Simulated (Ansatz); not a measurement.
The parent structure is InSb in the zinc blende structure (space group F-43m, No. 216; a = 6.556 Å). Axes: x, y, z lie along the cube axes.

It is then changed as follows: tensile biaxial strain of 1.04 % in the plane normal to [111], as in epitaxy on a mismatched substrate; the out-of-plane cell vector and the atoms relax.

Levels (all Ansatz, an electronic-structure program, PAW): r2SCAN (500 eV, scalar-relativistic without spin-orbit coupling); HSE06 (420 eV, no SOC).

The geometry is relaxed with r2SCAN.

```
Quantity         Value
---------------  -----
r2SCAN band gap   zero
```

Problem. How does going to HSE06 change the band gap?

Solution. The band gap changes from zero to 0.13 eV.

Single points use the geometry relaxed with r2SCAN. HSE06 gaps are upper bounds (no full band path). Spin-orbit coupling, missing from the scalar runs, can matter with Sb. Stability against distortions was not tested. All final runs are without spin polarisation. Gaps under 0.05 eV, about the width of the smearing, are given as zero. The zero or small gap of InSb can change with the level of theory.
